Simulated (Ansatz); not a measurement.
Consider CdTe in the zinc blende structure (space group F-43m, No. 216; a = 6.558 Å).

Modification: an isotropic linear strain of −0.15 %, atoms relaxed at fixed cell.

Levels (all Ansatz, a program for electronic structure, PAW): r2SCAN (500 eV, no spin-orbit coupling); HSE06+SOC (420 eV, with spin-orbit coupling).

The geometry is relaxed with r2SCAN.

r2SCAN lowest conduction level above the VBM at special points: Γ 1.18 eV; L 2.21 eV; X 2.96 eV
r2SCAN valence-band top at Γ: 0.00, 0.00, 0.00 eV

Problem. What does HSE06+SOC give at this geometry for the lowest conduction level above the VBM at special points and valence-band top at Γ?

Solution. The lowest conduction level above the VBM at special points goes from Γ 1.18 eV; L 2.21 eV; X 2.96 eV to Γ 1.23 eV; L 2.30 eV; X 3.04 eV; the valence-band top at Γ (three highest Kramers pairs, from the VBM) goes from 0.00, 0.00, 0.00 eV to 0.00, 0.00, -0.95 eV. The threefold valence maximum splits by Δso ≈ 0.95 eV.

Single points use the geometry relaxed with r2SCAN. The spin-orbit shifts are approximate. With Te present, leaving out spin-orbit coupling can change the band edges. The levels and masses belong to the bands next to the band gap. Whether these cells are dynamically stable was not tested.
